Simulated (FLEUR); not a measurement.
Input and output of a self-consistent single point for PbSe2 (I4/mcm, 6 atoms in the cell) (FLEUR).

Method: PBEsol, all-electron FLAPW (FLEUR), scalar-relativistic valence.

```
CELL_PARAMETERS angstrom
     -3.22050     3.22050     3.88034
      3.22050    -3.22050     3.88034
      3.22050     3.22050    -3.88034
ATOMIC_POSITIONS crystal
  Pb 0.25000 0.25000 0.00000
  Pb 0.75000 0.75000 0.00000
  Se 0.62982 0.12982 0.75964
  Se 0.37018 0.87018 0.24036
  Se 0.12982 0.37018 0.50000
  Se 0.87018 0.62982 0.50000
```

Reference input (self-consistent single point, DFT, LDA (Perdew-Zunger), all-electron FLAPW (FLEUR), scalar-relativistic valence): Kmax = 3.9 1/bohr; GmaxXC = 15.6 1/bohr; xcFunctional = pz; jspins = 1; l_soc = F; mode = gauss; fermiSmearingEnergy = 0.00734986 Htr; mesh (inpgen div1-3) = 4 4 4; inpgen gamma flag = true; Gmax = 15.6 1/bohr; numbands = 0; maxIterBroyd = 99. This run's input differs from it in these lines:

```diff
@@ -18,3 +18,3 @@
 &comp jspins=1 /
-&exco xctyp='pz' /
+&exco xctyp='PBEs' /
 &kpt div1=4 div2=4 div3=4 gamma=t /
@@ -31,3 +31,3 @@
       <coreElectrons ctail="T" frcor="F" kcrel="0" coretail_lmax="0"/>
-      <xcFunctional name="pz" relativisticCorrections="F"/>
+      <xcFunctional name="PBEs" relativisticCorrections="F"/>
       <magnetism jspins="1"/>
```

Output (repeated stretches shortened):

```
 Iteration:     1   Distance:       5.76431517 me/bohr^3
 Iteration:     2   Distance:       5.28986972 me/bohr^3
 Iteration:     3   Distance:       2.51761208 me/bohr^3
 Iteration:     4   Distance:       1.27021399 me/bohr^3
 Iteration:     5   Distance:       0.65682352 me/bohr^3
   [... 6 lines left out ...]
 Iteration:    12   Distance:       0.00056542 me/bohr^3
 Iteration:    13   Distance:       0.00028199 me/bohr^3
 Iteration:    14   Distance:       0.00006098 me/bohr^3
 Iteration:    15   Distance:       0.00000874 me/bohr^3
 Reset of history
 Run finished successfully
 Stop message:
   Structural relaxation: new displacements generated

[file out, last iteration]
             iter=     16
[...]
          total density-effective poten   -9.0165654680E+04
          total charge density-energy d   -1.1148037667E+03
 Updated energy parameters for spin:           1
[...]
 fermi energy and band-weighting factors:
   [... 6 lines left out ...]

[...]
FERMIE:
          first approx. to ef    (T=0)  :   0.243585 htr   (energy of the highest occ. eigenvalue)
          number of occ. states  (T=0)  :        596
          first approx. to seigv (T=0)  : -67.505062 htr
          sum of weights of occ. states :  46.000000
          sum of semicore charge        :   0.000000 e
          fermi energy=   0.24323 har   work function=  -6.61864 ev
   [... lines left out ...]
          total moment                 =     0.00000
 Direct bandgap for spin            1 :    4.6074973030153815E-002  Htr
 ---->    free energy=                    -51560.5277427888 htr
   [... lines left out ...]
      extrapolation for T->0
 ---->    total electron energy=          -51560.5277427888 htr
 ***** TOTAL FORCES ON ATOMS *****
 TOTAL FORCE FOR ATOM TYPE=  1  X=  0.000   Y=  0.000   Z=  3.666
                       FX_TOT= 0.000000 FY_TOT= 0.000000 FZ_TOT= 0.000000
 TOTAL FORCE FOR ATOM TYPE=  2  X=  1.580   Y= -4.506   Z=  0.000
                       FX_TOT= 0.005791 FY_TOT= 0.005791 FZ_TOT= 0.000000
```

The run converged in 15 iterations. FLEUR gives forces in its relaxation mode, with a further iteration, so its stop message speaks of a relaxation. Against the reference run the largest force goes from 0.384 to 0.421 eV/Å.

The starting cell comes from a database of computed structures (which also holds hypothetical and non-ambient phases and stackings), without a prior relaxation at this level. Its lattice was rescaled by a random factor within 2.5 % of one. Spin-orbit coupling is off. Values depend on the basis (sphere radii, cutoffs, local orbitals), which need not be converged. No gap is read from this output. The log's line on a gap gives a spacing of levels on this mesh, which the program prints for metals too.

Cost on one core of a shared machine: roughly 7 min.
